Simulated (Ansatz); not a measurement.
The parent structure is PbTe in the zinc blende structure (space group F-43m, No. 216; a = 7.2844 Å; a hypothetical phase, not in the database extracts checked). Axes: x, y, z lie along the cube axes.

Computed with plane-wave PAW DFT at the r2SCAN level (Ansatz, an electronic-structure program, 500 eV), no SOC.

A first run, uniaxial strain ε_xx = −1.35 %, gives secant values C11 ≈ 28 GPa and C12 ≈ 27 GPa from its stress. A second run applies isotropic strain −1.26 %.

What does linear elasticity predict for the bulk modulus −ΔP/(ΔV/V₀) in the second run, and what does the run give?

Linear elasticity: (C11 + 2 C12)/3 = 27 GPa. The run gives 30 GPa; any difference comes from nonlinear terms at these strains and numerical noise.

Whether these cells are dynamically stable was not tested.
